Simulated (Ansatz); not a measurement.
**How a calculation on La₄S₇ (P1, 11 atoms in the cell) responds to its settings**

```
CELL_PARAMETERS angstrom
     -2.88431     2.88431     8.05359
      2.88431    -2.88431     8.05359
      2.88431     2.88431    -8.05359
ATOMIC_POSITIONS crystal
  La 0.12533 0.62529 0.00575
  La 0.35661 0.37787 0.48583
  La 0.62587 0.14080 0.02296
  La 0.88665 0.88027 0.50344
  S  0.43632 0.92688 0.00321
  S  0.07154 0.06570 0.49703
  S  0.92337 0.45785 0.01564
  S  0.56929 0.55522 0.48333
  S  0.50752 0.00298 0.50475
  S  0.97990 0.47881 0.46795
  S  0.01762 0.98833 0.01009
```

Base run A: PBEsol, default PAW files made with PBE run with Ansatz (an electronic-structure program), self-consistent single point.

Its settings: kpoints.mp_grid.grid = 3 3 4; kpoints.mp_grid.shift = 0.5 0.5 0.5; hamiltonian.xc = pbesol; hamiltonian.pseudopotentials = {kind: paw} (the program's default PAW files); scf.occupations.method = methfessel_paxton; scf.occupations.width = 0.1 eV.

The starting cell comes from a database of computed structures (which also holds hypothetical and non-ambient phases and stackings), without a prior relaxation at this level. Its atoms were displaced at random from the sites of space group no. 121. In the base run, forces exceed 1 eV/Å. Ansatz's pressure includes its estimate of the finite-basis (Pulay) stress.

```tsv
run	change	pressure (GPa)	largest force (eV/Å)
A	base	-2.13	2.162
B	hamiltonian.xc: pbesol → lda [LDA (PW92)]	-3.85	2.129
C	hamiltonian.xc: pbesol → blyp [BLYP]	5.61	2.338
D	hamiltonian.xc: pbesol → r2scan [r2SCAN]	1.34	2.368
```

Run B against A: The pressure goes from -2.13 to -3.85 GPa and the largest force goes from 2.162 to 2.129 eV/Å.

Run D against A: The pressure goes from -2.13 to 1.34 GPa and the largest force goes from 2.162 to 2.368 eV/Å.

Run C against A: The pressure goes from -2.13 to 5.61 GPa and the largest force goes from 2.162 to 2.338 eV/Å.

Left out of this page: 2 runs of the series held back from this collection.

Keys are those of Ansatz 0.2.
